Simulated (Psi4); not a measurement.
Psi4 1.11, WB97X/def2-svp: In(I)(OMe)2 (C[O][In]([I])[O]C), 12 atoms. The geometry is a generated start, not checked to be a minimum at this level.

* **task**: energy
* **method**: wb97x
* **basis**: def2-svp
* **memory**: 3 GB
* **maxiter**: 100
* **keys of the molecule block**: symmetry c1
* **scf_type**: df (default)
* **e_convergence**: 1e-06 (default)
* **d_convergence**: 1e-06 (default)
* **dft_radial_points**: 75 (default)
* **dft_spherical_points**: 302 (default)
* **effective core potentials**: those of the basis set, past Kr
* **basis functions**: 138
* **grid points**: 257240

```xyz
12

In     0.6522     0.6244     0.6011
I      1.3274     3.1361     1.3053
O     -0.8042     0.4822    -0.7789
C     -1.6000     1.5681    -1.1535
H     -1.1477     2.5394    -0.9175
H     -1.7405     1.5219    -2.2395
H     -2.5730     1.5161    -0.6610
O      1.5657    -1.0595     1.2006
C      1.1467    -2.3195     0.7423
H      1.1433    -2.3865    -0.3528
H      1.8770    -3.0346     1.1341
H      0.1532    -2.5880     1.1199
```

With the defaults (damping_percentage = 0, diis = true, scf_initial_accelerator = adiis, level_shift = 0, level_shift_cutoff = 0.01, soscf = false, soscf_start_convergence = 0.01, diis_max_vecs = 10, guess = auto, which took SAD) it converges in 10 SCF iterations. One run each on 2 threads, with these changes:
- guess = core
- guess = gwh
- soscf = true, soscf_start_convergence = 0.001
- guess = modhuckel
- damping_percentage = 60
- scf_initial_accelerator = none
- level_shift = 0.5, level_shift_cutoff = 0.001
- damping_percentage = 60, diis = false, scf_initial_accelerator = none
- diis_max_vecs = 3

Task: Which of these changes keep the SCF from converging, or lead it to another solution?

Result: No convergence: damping_percentage = 60; damping_percentage = 60, diis = false, scf_initial_accelerator = none (the run ends without SCF convergence in 100 iterations). The rest reach the solution of the defaults.

```csv
setting,SCF iterations,JK calls,end
"soscf = true, soscf_start_convergence = 0.001",7,18,same solution
scf_initial_accelerator = none,9,10,same solution
the defaults,10,11,same solution
"level_shift = 0.5, level_shift_cutoff = 0.001",10,11,same solution
diis_max_vecs = 3,12,13,same solution
guess = gwh,13,13,same solution
guess = modhuckel,13,42,same solution
guess = core,16,16,same solution
damping_percentage = 60,100,101,no convergence
"damping_percentage = 60, diis = false, scf_initial_accelerator = none",100,101,no convergence
```

An SOSCF iteration holds several JK calls; a Hückel guess adds calls on atoms.
